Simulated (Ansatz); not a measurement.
Defect migration in rock-salt NaCl: Cl vacancy, charge state +1. The step: one Cl atom jumps into the vacancy from a nearby Cl site; the atom moves 3.83 Å along (0.00, 0.48, 0.48) of the unit cell; the moving atom starts with neighbours 2 Na at 2.80, 2 Na at 2.86, 2 Na at 2.92 Å and ends with 2 Na at 2.80, 2 Na at 2.86, 2 Na at 2.92 Å. DFT values are from Ansatz (plane-wave PAW, 420 eV unless said) in a cell of 64 host sites, spin-restricted, static, with no finite-size correction. The charge state is imposed; whether it is stable for some Fermi level was not computed. Forms of the defect that were not tried may lie lower. For the PBE band: the saddle point's order was not checked, and it lies on a symmetry element of the cell, where a band can be held.

```tsv
Level	Forward barrier (eV)	Cost of the band or of the saddle's single point
CHGNet universal potential (has no charge state), its own band	0.61	-
PBE, the Γ point alone, band relaxed	0.72	very roughly 6 core-minutes
PBE, a 2×2×2 k-point mesh shifted by half a step, same geometries	0.72	roughly 2.3 core-minutes
r2SCAN at 500 eV, the Γ point alone, same geometries	0.76	very roughly 70 core-seconds
```

Ansatz is a first-principles code.
